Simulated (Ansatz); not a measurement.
The parent structure is BaFeO3 in the cubic perovskite structure (space group Pm-3m, No. 221; a = 3.885 Å; ferromagnetic). Axes: x, y, z lie along the cube axes.

Calculations: PBEsol (Ansatz, an electronic-structure program; PAW; 420 eV plane waves; no spin-orbit coupling).

Strains are applied to the cell and any free atomic positions relax; under biaxial strain the out-of-plane vector relaxes too.

One change was made to it. Results:

The band gap remains zero; the energy grows by 1.7 meV/atom; the largest site moment stays 2.65 μB; the pressure (mean of the normal stresses, compression positive) is still 0.0 GPa.

Problem. Which of these changes matches the shifts?
A. tensor shear ε_xy = +0.98 %
B. isotropic strain +0.23 %
C. biaxial strain −4.11 %, plane normal [110], relaxed out of plane
D. isotropic strain −1.13 %

Solution. A, tensor shear ε_xy = +0.98 %. For comparison, the energy relative to the base in the other runs: isotropic strain +0.23 % gives +0.3 meV/atom; isotropic strain −1.13 % gives +6.8 meV/atom; biaxial strain −4.11 %, plane normal [110], relaxed out of plane gives +47 meV/atom.

Without a gap, meshes like the base's 12×12×12 leave anisotropic stresses uncertain by several tenths of a GPa, and small strain energies with them. Stability against distortions was not tested. No Hubbard U is applied and the magnetic state is the run's own (BaFeO3 ferromagnetic); other magnetic orders, which need larger cells, were not tried and can change the gap. Many cubic perovskites are stable only at high temperature; tilts and polar distortions were not tested.
